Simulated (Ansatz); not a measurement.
Structures of equal composition on the (100) surface of rock-salt TiC: Al on all Ti sites of the second plane; Al on all Ti sites of the top plane. The slabs share one bottom face, and each structure is named by its start. These are constructed structures in small cells; real faces may alloy, dewet or reconstruct in larger ones, and not all known structures of the face are among them. Slabs of about 10 Å, Fermi-Dirac smearing of 0.1 eV. Bottom of the slabs: a bare face, its two planes held. Relaxed from the named starts with such symmetry as they have, on meshes of like density; energies extrapolated to zero smearing; spin only where a row says so; no spin-orbit coupling, no U. Brackets mark spin-polarised runs, whose order is one that fits the cell.

The numbers are results of r2SCAN, at the PBE geometry (plane waves to 500 eV, PAW; Ansatz, a program for electronic structure), not measurements.

Q: Rank these by energy per 1x1 cell (lowest first), as r2SCAN, at the PBE geometry gives it.

A: Al on all Ti sites of the top plane (0.000 eV), Al on all Ti sites of the second plane (0.338 eV)
